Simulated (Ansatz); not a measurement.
System: MoPt2 (model structure, started from the MoSi2 type, I4/mmm, No. 139, 3 atoms in the cell). Method: LDA (PAW; Ansatz, an electronic-structure program).

Numerical settings: plane-wave cutoff 520 eV, 22×22×22 k mesh, Fermi–Dirac smearing 0.05 eV, no spin polarisation, scalar-relativistic PAW data made under PBE.

Cell (relaxed at this level):

```xyz
3
Lattice="-1.6573 1.6573 4.0860 1.6573 -1.6573 4.0860 1.6573 1.6573 -4.0860" Properties=species:S:1:pos:R:3 pbc="T T T"
Mo     0.0000     0.0000     0.0000
Pt     0.0000     0.0000     2.7272
Pt     0.0000     0.0000     5.4448
```

### Question
Predict the bulk modulus.

### Answer

bulk modulus: 307 GPa

Note: the run has no spin polarisation, so it can have missed a magnetic state; the bulk modulus is −V dP/dV from two relaxed cells at ±2 % in volume; the relaxation could raise the start's symmetry but not lower it, so the cell can be a saddle point.

Spin–orbit coupling is not included.

Computed values are for the static lattice.

A model structure was made by putting elements into a prototype or built by hand; it is no filed structure, need not be a known phase, and can be a saddle point held by its symmetry.
